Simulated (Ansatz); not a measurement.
Results of LDA (plane waves, PAW; Ansatz, an electronic-structure program) for Gd2SO2 (P-3m1, No. 164, 5 atoms in the cell; start mp-4805).

Run with plane-wave cutoff 520 eV, 12×12×6 k mesh (along the axes of the cell as run), Fermi–Dirac smearing 0.01 eV, spin-polarised start, scalar-relativistic PAW data made under PBE.

Cell (relaxed with PBEsol):

```cif
data_Gd2O2S
_chemical_formula_sum 'Gd2 S1 O2'
_space_group_name_H-M_alt 'P-3m1'
_space_group_IT_number 164
_space_group_name_Hall '-P 3 2"'
_cell_length_a 3.81781
_cell_length_b 3.81781
_cell_length_c 6.59472
_cell_angle_alpha 90.000
_cell_angle_beta 90.000
_cell_angle_gamma 120.000
loop_
_atom_site_label
_atom_site_type_symbol
_atom_site_symmetry_multiplicity
_atom_site_Wyckoff_symbol
_atom_site_fract_x
_atom_site_fract_y
_atom_site_fract_z
_atom_site_occupancy
Gd1 Gd 2 d 0.33333 0.66667 0.28074 1
S1 S 1 a 0.00000 0.00000 0.00000 1
O1 O 2 d 0.66667 0.33333 0.37053 1
```

Q: What does this level give for the band gap and smallest direct gap on the k points sampled?

A: 
* **band gap**: 1.83 eV
* **smallest direct gap on the k points sampled**: 1.95 eV

Note: the magnetic order was assumed, not searched for or taken from measurement; the 4f shell is treated without U or exact exchange, so its levels and filling can be wrong; cell and atoms aren't relaxed at this level (largest force component 0.16 eV/Å, pressure -3.7 GPa).

Spin–orbit coupling is not included.

Static lattice: no zero-point or thermal effects.

The result took very roughly 110 core-seconds.

A start named mp-… is a Materials Project structure, which need not be a measured phase.
